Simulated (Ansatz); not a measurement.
## SiC (I-4m2): band-edge transport data

Here is the system:

```
CSi
1.0
    0.00000     2.15617     2.27470
    2.15617     0.00000     2.27470
    2.15617     2.15617     0.00000
Si C
1 1
Direct
  0.00000   0.00000   0.00000
  0.25000   0.25000   0.25000
```

These are r2SCAN with spin-orbit coupling, rigid bands (plane waves, PAW; Ansatz, an electronic-structure program) values and carry that method's errors. Condition of this run: uniaxial stress along [001] of -15 GPa (compression positive) (the target of the relaxation). Cell: cell and atoms relaxed with PBEsol, then loaded as said.

The band gap is 1.43 eV and the electron conductivity mass (300 K, dilute) comes out as 0.34 (x), 0.34 (y), 0.25 (z) mₑ. The hole conductivity mass (300 K, dilute) is 0.49 (x), 0.49 (y), 0.67 (z) mₑ, the effective density of states N_c (300 K) comes out as 9.6e18 cm⁻³ and the effective density of states N_v (300 K) is 8.6e19 cm⁻³. The density-of-states mass, electrons is 0.53 mₑ. The density-of-states mass, holes is 2.3 mₑ and the Seebeck coefficient, n-type 1e19 cm⁻³, 300 K is -217 μV/K. The best n-type power factor at 300 K for τ = 10 fs (best axis; densities from 1e16 to 1e21 cm⁻³ tried, whether or not they can be reached) comes out as 6.2 μW/(cm·K²) at 3e19 cm⁻³. The Seebeck coefficient, p-type 1e19 cm⁻³, 300 K is 386 μV/K. The best p-type power factor at 300 K for τ = 10 fs (best axis; densities from 1e16 to 1e21 cm⁻³ tried, whether or not they can be reached) comes out as 22 μW/(cm·K²) at 1e20 cm⁻³.

Rigid bands; masses and Seebeck coefficients take one relaxation time τ for all states and one kind of carrier; polarons and phonon drag are left out. Geometry: cell and atoms relaxed with PBEsol.
